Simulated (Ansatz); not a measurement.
# Short convergence ladders for a (110) slab of FeNi (cut from a parent of space group no. 166; 14 atoms in the cell)

```xyz
14
Lattice="5.0255 0.0000 0.0000 -2.4939 3.5468 0.0000 0.0000 0.0000 21.5098" Properties=species:S:1:pos:R:3 pbc="T T T"
Fe    -0.6235     0.8867     7.0000
Fe    -1.8704     2.6601     8.2516
Fe    -0.6235     0.8867     9.5032
Fe    -1.8704     2.6601    10.7549
Fe    -0.6235     0.8867    12.0065
Fe    -1.8704     2.6601    13.2582
Fe    -0.6235     0.8867    14.5098
Ni     1.8893     0.8867     7.0000
Ni     0.6423     2.6601     8.2516
Ni     1.8893     0.8867     9.5032
Ni     0.6423     2.6601    10.7549
Ni     1.8893     0.8867    12.0065
Ni     0.6423     2.6601    13.2582
Ni     1.8893     0.8867    14.5098
```
Moments meant for the start (each program seeds them in its own way; μB, in the order of the atoms Fe Fe Fe Fe Fe Fe Fe Ni Ni Ni Ni Ni Ni Ni): 4.0 4.0 4.0 4.0 4.0 4.0 4.0 2.0 2.0 2.0 2.0 2.0 2.0 2.0.

Base method: PBEsol, default PAW files made with PBE (plane waves; Ansatz, a quantum-chemistry and plane-wave program).

Base settings: basis.ecutwfc = 420 eV; kpoints.mp_grid.grid = 4 4 1; hamiltonian.xc = pbesol; hamiltonian.pseudopotentials = {kind: paw} (the program's default PAW files); magnetization.spin_polarized = true; scf.occupations.method = fermi_dirac; scf.occupations.width = 0.1 eV.

The count of work is k-points × plane waves × bands × iterations; it is no time. Core times come from one kind of shared machine, to one figure; runs under 30 s give none.

**The vacuum**

The mesh stays at the base's, so the ladder's end is converged at best in this setting alone.

Only quantities that move along the ladder and can be compared are tabulated.

These are the values that this program gave, and no reference: magnetic slabs can end in a higher state.

| vacuum between outermost atoms (Å) | free energy less the last step's (meV/atom) | largest difference of a force vector from the last step's (eV/Å) | net moment (μB/atom) | count of work / last | core time / last (rough) |
|---|---|---|---|---|---|
| 3.0 | -104.02 | 1.060 | 1.695 | 0.45 | 0.4 |
| 5.0 | -1.64 | 0.040 | 1.720 | 0.53 | 0.5 |
| 7.0 | 0.37 | 0.005 | 1.731 | 0.39 | 0.4 |
| 14.0 | 0.00 | 0.000 | 1.732 | 0.57 | 0.6 |
| 30.0 | 0.00 | 0.000 | 1.732 | 1.0 | 1 |

Smallest vacuum between outermost atoms (Å) that holds the free energy within 0.5 meV/atom of the last step, with all finer ones: 7.0, at 0.39 of the last step's count of work and about 0.4 of the last step's time; the step before is off by 1.6 meV/atom.

Smallest vacuum between outermost atoms (Å) that holds the forces within 0.01 eV/Å of the last step, with all finer ones: 7.0, at 0.39 of the last step's count of work and about 0.4 of the last step's time; the step before is off by 0.040 eV/Å.

Smallest vacuum between outermost atoms (Å) that holds the net moment within 0.02 μB/atom of the last step, with all finer ones: 5.0; the step before is off by 0.037 μB/atom.

**The k-point mesh**

Only quantities that move along the ladder and can be compared are tabulated.

These are the values that this program gave, and no reference: magnetic slabs can end in a higher state.

```csv
kpoints.mp_grid.grid,free energy less the last step's (meV/atom),largest difference of a force vector from the last step's (eV/Å),net moment (μB/atom),count of work / last,core time / last (rough)
2 2 1,2.75,0.198,1.772,0.23,0.2
3 3 1,-10.21,0.021,1.710,0.31,0.3
4 4 1,1.59,0.025,1.732,0.62,0.7
4 5 1,-2.56,0.034,1.712,0.64,0.6
5 6 1,0.00,0.000,1.719,1.0,1
```

Coarsest kpoints.mp_grid.grid that holds the net moment within 0.02 μB/atom of the last step, with all finer ones: 3 3 1, at 0.31 of the last step's count of work and about 0.3 of the last step's time; the step before is off by 0.053 μB/atom.

Coarsest kpoints.mp_grid.grid that holds the forces within 0.01 eV/Å: not settled: the last two steps still differ by 0.034 eV/Å, over half the tolerance, so the ladder does not show it.

Coarsest kpoints.mp_grid.grid that holds the free energy within 5 meV/atom: not settled: the last two steps still differ by 2.6 meV/atom, over half the tolerance, so the ladder does not show it.

**The plane-wave cutoff**

The mesh stays at the base's, so the ladder's end is converged at best in this setting alone.

Only quantities that move along the ladder and can be compared are tabulated.

These are the values that this program gave, and no reference: magnetic slabs can end in a higher state.

```csv
basis.ecutwfc,free energy less the last step's (meV/atom),largest difference of a force vector from the last step's (eV/Å),net moment (μB/atom),count of work / last,core time / last (rough)
210 eV,11187.26,0.569,1.765,0.18,0.3
295 eV,416.41,0.218,1.729,0.29,0.3
420 eV,2.16,0.000,1.732,0.55,0.6
505 eV,0.63,0.000,1.732,0.66,0.7
630 eV,0.00,0.000,1.732,1.0,1
```

Coarsest basis.ecutwfc that holds the free energy within 5 meV/atom of the last step, with all finer ones: 420 eV; the step before is off by 420 meV/atom.

Coarsest basis.ecutwfc that holds the forces within 0.005 eV/Å of the last step, with all finer ones: 420 eV; the step before is off by 0.22 eV/Å.

Coarsest basis.ecutwfc that holds the net moment within 0.02 μB/atom of the last step, with all finer ones: 295 eV, at 0.29 of the last step's count of work and about 0.3 of the last step's time; the step before is off by 0.034 μB/atom.

On the base run: the starting cell comes from a database of computed structures (which also holds hypothetical and non-ambient phases and stackings), without a prior relaxation at this level. The slab is cut from that crystal, and its faces are unrelaxed. Its lattice was rescaled by up to half a per cent. The magnetic order is the one reached from the typed start; others were not searched systematically. In the base run, forces exceed 1 eV/Å. Without a gap this mesh is coarse (it stands for a supercell whose shortest in-plane vector is 17 Å).

Keys are those of Ansatz 0.2.
